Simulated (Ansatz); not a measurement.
Take PbS in the rock salt structure (space group Fm-3m, No. 225; a = 5.845 Å) as the base.

Method: plane-wave PAW DFT at the LDA level (Ansatz, a first-principles code, 420 eV), without spin-orbit coupling.

Base values:

The pressure comes out as 0.00 GPa.

The change: the cell is scaled by 0.9900 in all directions, atoms relaxed at fixed cell.

Question: What happens to the pressure and energy relative to the base?

Answer: The pressure goes from zero to 2.06 GPa; the energy goes up by 4.6 meV/atom.

The cells carry an imposed strain or load. Stability against distortions was not tested.
